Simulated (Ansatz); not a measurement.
# CdSe, response to strain

The reference is CdSe in the zinc blende structure (space group F-43m, No. 216).

```
CELL_PARAMETERS angstrom
      0.00000     3.04091     3.04091
      3.04091     0.00000     3.04091
      3.04091     3.04091     0.00000
ATOMIC_POSITIONS crystal
  Se 0.75000 0.75000 0.75000
  Cd 0.00000 0.00000 0.00000
```

Cartesian axes are those of the cell as printed.

Strains are applied to the cell and any free atomic positions relax; under biaxial strain the out-of-plane vector relaxes too.

Calculations: PBEsol in Ansatz (plane waves to 420 eV, PAW, no spin-orbit coupling).

Notes on the quantities. pressure: mean of the normal stresses, compression positive; energy relative to the base: free energy F.

| variant | pressure | energy relative to the base | band gap | space group | shortest interatomic distance |
|---|---|---|---|---|---|
| base | 0.00 GPa | 0 meV/atom | 0.48 eV | F-43m (No. 216) | 2.634 Å |
| biaxial strain +4.23 %, plane normal [001], relaxed out of plane | -1.08 GPa | +12 meV/atom | 0.25 eV | I-4m2 (No. 119) | 2.655 Å |
| biaxial strain −3.74 %, plane normal [111], relaxed out of plane | 2.21 GPa | +21 meV/atom | 0.37 eV | R3m (No. 160) | 2.599 Å |
| isotropic strain −1.98 % | 3.59 GPa | +17 meV/atom | 0.60 eV | F-43m (No. 216) | 2.581 Å |
| isotropic strain −0.30 % | 0.48 GPa | +0.4 meV/atom | 0.50 eV | F-43m (No. 216) | 2.626 Å |
| isotropic strain +1.21 % | -1.73 GPa | +5.8 meV/atom | 0.41 eV | F-43m (No. 216) | 2.665 Å |
| isotropic strain +4.09 % | -4.72 GPa | +59 meV/atom | 0.25 eV | F-43m (No. 216) | 2.741 Å |
| isotropic strain +4.66 % | -5.16 GPa | +76 meV/atom | 0.22 eV | F-43m (No. 216) | 2.756 Å |
| uniaxial strain ε_yy = −0.94 % | 0.50 GPa | +0.5 meV/atom | 0.48 eV | I-4m2 (No. 119) | 2.625 Å |
| uniaxial strain ε_zz = +1.55 % | -0.78 GPa | +1.3 meV/atom | 0.43 eV | I-4m2 (No. 119) | 2.647 Å |

Stability against distortions was not tested. The zero or small gap of CdSe under biaxial strain +4.23 %, plane normal [001], relaxed out of plane, CdSe under isotropic strain +4.09 % and CdSe under isotropic strain +4.66 % can change with the level of theory.

Ansatz is a first-principles code.
